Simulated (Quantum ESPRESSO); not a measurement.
A self-consistent single point of NbC (P6_3/mmc, 4 atoms in the cell) with Quantum ESPRESSO.

Computed with PBEsol, GBRV 1.5 ultrasoft (PBESOL) pseudopotentials (plane waves; Quantum ESPRESSO).

The change in words: lattice scaled by 0.98. Reference geometry:
```
NbC
1.0
    3.68897     0.00000     0.00000
   -1.84449     3.19475     0.00000
    0.00000     0.00000     4.43994
Nb C
2 2
Direct
  0.33333   0.66667   0.25000
  0.66667   0.33333   0.75000
  0.33333   0.66667   0.75000
  0.66667   0.33333   0.25000
```

Reference input (self-consistent single point, DFT, PBEsol, plane waves, GBRV 1.5 ultrasoft (PBESOL) pseudopotentials): ecutwfc = 40 Ry; ecutrho = 320 Ry; occupations = smearing; smearing = fermi-dirac; degauss = 0.0099958 Ry; potentials = {Nb: nb_pbesol_v1.uspp.F.UPF, C: c_pbesol_v1.2.uspp.F.UPF}; K_POINTS = automatic 8 8 6 0 0 0; conv_thr = 1e-10 Ry; mixing_beta = 0.4. This run's input differs from it in these lines:

```diff
@@ -32,5 +32,5 @@
 CELL_PARAMETERS {angstrom}
-   3.68897339     0.00000000     0.00000000
-  -1.84448669     3.19474467     0.00000000
-   0.00000000     0.00000000     4.43994200
+   3.61519409     0.00000000     0.00000000
+  -1.80759705     3.13084992     0.00000000
+   0.00000000     0.00000000     4.35114300
```

Output (repeated stretches shortened):

```
     Self-consistent Calculation

     iteration #  1     ecut=    40.00 Ry     beta= 0.40

     total energy              =    -258.33441494 Ry
     estimated scf accuracy    <       2.12254885 Ry

     iteration #  2     ecut=    40.00 Ry     beta= 0.40

     total energy              =    -258.91205896 Ry
     estimated scf accuracy    <       0.12641603 Ry

     iteration #  3     ecut=    40.00 Ry     beta= 0.40

     total energy              =    -258.91673505 Ry
     estimated scf accuracy    <       0.02148527 Ry

   [... 9 blocks of this kind left out ...]

     iteration # 13     ecut=    40.00 Ry     beta= 0.40

     total energy              =    -258.92485741 Ry
     estimated scf accuracy    <          3.2E-10 Ry

     iteration # 14     ecut=    40.00 Ry     beta= 0.40
     End of self-consistent calculation

     the Fermi energy is    16.4850 ev

!    total energy              =    -258.92485741 Ry
     estimated scf accuracy    <          7.8E-11 Ry
     smearing contrib. (-TS)   =      -0.00744903 Ry
     internal energy E=F+TS    =    -258.91740837 Ry

     convergence has been achieved in  14 iterations

     Forces acting on atoms (cartesian axes, Ry/au):

     atom    1 type  1   force =    -0.00000000    0.00000000    0.00000000
   [... zero for the other atoms too ...]

     Total force =     0.000000     Total SCF correction =     0.000000

          total   stress  (Ry/bohr**3)                   (kbar)     P=      129.42
   0.00093684   0.00000000   0.00000000          137.81        0.00        0.00
   0.00000000   0.00093684   0.00000000            0.00      137.81        0.00
   0.00000000   0.00000000   0.00076573            0.00        0.00      112.64

   JOB DONE.
```

The run converged in 14 iterations. Against the reference run the free energy rises by 21.8 meV/atom and the pressure goes from -3.42 to 12.94 GPa.

The starting cell comes from a database of computed structures (which also holds hypothetical and non-ambient phases and stackings), without a prior relaxation at this level. Its lattice was rescaled by a random factor within 2.5 % of one. For this run, on top of that: lattice scaled by 0.98. Spin polarisation is off. With a pressure of about 13 GPa the cell is away from its equilibrium volume at this level.
